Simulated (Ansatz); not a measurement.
**Pt, response to strain**

Start from Pt in the fcc (Cu type) structure (space group Fm-3m, No. 225; a = 3.8954 Å; relaxed with 0.1 eV smearing). Axes: x, y, z lie along the cube axes.

Strains are applied to the cell and any free atomic positions relax; under biaxial strain the out-of-plane vector relaxes too.

All numbers come from LDA in Ansatz (plane waves to 420 eV, PAW, no spin-orbit coupling).

```csv
"biaxial strain, plane normal [001], relaxed out of plane (%)",out-of-plane strain (%)
-3,4.20
-2.5,3.49
-2,2.79
-1.5,2.09
-1,1.40
-0.5,?
0,0.00
```

### Question
Fit ε⊥ = −νε + γε² (strains in %) to the rows shown and predict the withheld row.

### Answer
Least squares on the printed values gives ν = 1.39 (the biaxial Poisson response) and γ = 0.003 (largest residual 0.01 %); this predicts 0.70 %, and the run gives 0.70 %, in agreement.

Stability against distortions was not tested. All final runs are without spin polarisation.

Ansatz is a program for electronic structure.
